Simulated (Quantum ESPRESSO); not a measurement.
**Quick settings and what they miss: Fe3Ge2 (P-3m1, 5 atoms in the cell)**

Self-consistent single point.

```
CELL_PARAMETERS angstrom
      3.97008     0.00000     0.00000
     -1.98504     3.43819     0.00000
      0.00000     0.00000     4.83435
ATOMIC_POSITIONS crystal
  Fe 0.66667 0.33333 0.33440
  Fe 0.33333 0.66667 0.66560
  Fe 0.00000 0.00000 0.50000
  Ge 0.66667 0.33333 0.83343
  Ge 0.33333 0.66667 0.16657
```
Moments meant for the start (each program seeds them in its own way; μB, in the order of the atoms Fe Fe Fe Ge Ge): 4.0 4.0 4.0 0.0 0.0.

Level of theory: PBEsol, PSlibrary PAW (PBE) pseudopotentials (plane waves; Quantum ESPRESSO).

Base settings: ecutwfc = 55 Ry; ecutrho = 330 Ry; occupations = smearing; smearing = gauss; degauss = 0.0073499 Ry; nspin = 2; input_dft = pbesol; potentials = {Fe: Fe.pbe-n-kjpaw_psl.1.0.0.UPF, Ge: Ge.pbe-n-kjpaw_psl.1.0.0.UPF}; K_POINTS = automatic 6 6 5 0 0 0; conv_thr = 1e-10 Ry; mixing_beta = 0.3.

Tight run (finer mesh or higher cutoff; not a proven limit): ecutwfc: 55 Ry → 77 Ry; ecutrho: 330 Ry → 462 Ry; conv_thr: 1e-10 Ry → 7.3e-11 Ry; K_POINTS: automatic 6 6 5 0 0 0 → automatic 9 9 7 0 0 0. It gave Fermi level (on the code's own zero) 11.30 eV; pressure -1.47 GPa; largest force (vector length) 0.138 eV/Å; size of the cell's spin moment 4.63 μB; site moments (μB, in the program's spheres or projections) Fe 1.13, Fe 1.13, Fe 2.42, Ge -0.03, Ge -0.03.

Quick runs, as changes from the base:
- A: the base itself
- B: ecutwfc: 55 Ry → 44 Ry; ecutrho: 330 Ry → 264 Ry; K_POINTS: automatic 6 6 5 0 0 0 → automatic 6 6 6 0 0 0
- C: ecutwfc: 55 Ry → 38 Ry; ecutrho: 330 Ry → 228 Ry; degauss: 0.0073499 Ry → 0.0147 Ry; conv_thr: 1e-10 Ry → 7.3e-05 Ry; K_POINTS: automatic 6 6 5 0 0 0 → automatic 4 4 4 1 1 1

Energies are extrapolated to zero smearing width, which holds to low order in the width alone (under cold and Methfessel-Paxton smearing the free energy itself is taken).

Dashes: pressure of C, not trusted under this conv_thr with d or f elements.

The count of work is k-points × plane waves × bands × iterations; it is no time. Core times come from one kind of shared machine and are given to one figure; runs under 30 s give none.

The starting cell comes from a database of computed structures (which also holds hypothetical and non-ambient phases and stackings), without a prior relaxation at this level. Its lattice was rescaled by a random factor within 2.5 % of one. The magnetic order is the one reached from the typed start; others were not searched systematically.

```csv
run,energy less tight (meV/atom),pressure less tight (GPa),largest miss in a force vector (eV/Å),size of the net moment less tight (μB/atom),count of work / tight,core time / tight (rough)
A,1.2,0.02,0.010,0.01,0.25,0.3
B,17.7,-0.99,0.032,-0.01,0.29,0.3
C,39.1,–,0.157,-0.07,0.068,0.1
```

Among the runs at the tight run's level, the energy misses run from 1.2 to 39.1 meV/atom.

Left out of this page: 3 runs of the series outside the window shown, repeating another row's setting, or not comparable.
